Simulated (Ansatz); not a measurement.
We consider rock-salt LuN, described by rVV10 (Ansatz, a quantum-chemistry and plane-wave program, plane waves, PAW).

Run with plane-wave cutoff 520 eV, 20×20×20 k mesh, Fermi–Dirac smearing 0.05 eV, scalar-relativistic PAW data made under PBE.

A third-order Birch–Murnaghan fit to the energies gives V0 = 13.687 Å³/atom, B0 = 171 GPa, B′ = 4.1.

```
V (Å³/atom)  P (GPa)
-----------  -------
12.864         12.02
13.138             …
13.412             …
13.685          0.01
13.959             …
14.233         -6.19
14.507             …
```

Task: Estimate the withheld pressures from this fit; the answers are the runs' own values.

Result: 
- 13.138, P (GPa): 7.60
- 13.412, P (GPa): 3.62
- 13.959, P (GPa): -3.24
- 14.507, P (GPa): -8.85

The formula P = (3/2) B0 (x^(7/3) − x^(5/3)) [1 + (3/4)(B′ − 4)(x^(2/3) − 1)] with x = V0/V meets the computed pressures within 0.03 GPa when these rounded values are put in.

Spin–orbit coupling is not included; it can open a gap where bands touch, and shift volumes and moduli.

Computed values are for the static lattice.

It cost about 2.7 core-minutes (a rough figure) of CPU time.
